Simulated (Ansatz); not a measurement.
**BaZrO₃ in the cubic perovskite structure (space group Pm-3m, No. 221)**

```
CELL_PARAMETERS angstrom
      4.18056     0.00000     0.00000
      0.00000     4.18056     0.00000
      0.00000     0.00000     4.18056
ATOMIC_POSITIONS crystal
  Ba 0.00000 0.00000 0.00000
  Zr 0.50000 0.50000 0.50000
  O  0.00000 0.50000 0.50000
  O  0.50000 0.50000 0.00000
  O  0.50000 0.00000 0.50000
```

Method: Kohn–Sham DFT with the PBEsol functional, run in Ansatz (a first-principles code) with PAW and 420 eV plane waves, without spin-orbit coupling. Settings: 8×8×8 k-points, 0.05 eV Fermi–Dirac smearing.

```yaml
volume_per_atom: 14.61 Å³
density: 6.29 g/cm³
band_gap: "3.17 eV (uncertain: the edges found on the path are not clean extrema)"
total_energy: -2336.599 eV/atom (σ→0; compares only within this code and set-up)
```

Whether these cells are dynamically stable was not tested.
